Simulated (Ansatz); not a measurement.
Reference: La (P6_3/mmc), PBEsol, rigid bands (plane waves, PAW, scalar-relativistic; Ansatz, a quantum-chemistry and plane-wave program); axes and stresses refer to this cell.

```xyz
4
Lattice="3.6557 0.0000 0.0000 -1.8279 3.1659 0.0000 0.0000 0.0000 11.7503" Properties=species:S:1:pos:R:3 pbc="T T T"
La     0.0000     0.0000     0.0000
La     0.0000     0.0000     5.8752
La     0.0000     2.1106     2.9376
La     1.8279     1.0553     8.8127
```

root-mean-square Fermi velocity: 3.7 ×10⁵ m/s
density of states at the Fermi level per atom: 1.58 states/eV
Drude plasma energy: 4.1 eV

Q: Change: spin-orbit coupling switched on. What happens to root-mean-square Fermi velocity, density of states at the Fermi level per atom, Drude plasma energy?

A: root-mean-square Fermi velocity goes to 3.5 ×10⁵ m/s, a move of 4 % that is no larger than the two runs' mesh errors together; density of states at the Fermi level per atom moves little, to 1.58 states/eV; Drude plasma energy goes to 3.9 eV, a move of 4 % that is no larger than the two runs' mesh errors together.

Metals at this level; values at 300 K, both spins, means over directions. As a rough test of the mesh, the Fermi surface's area from every second k point differs by up to 13 %. Spin-orbit coupling is left out unless a row names it.
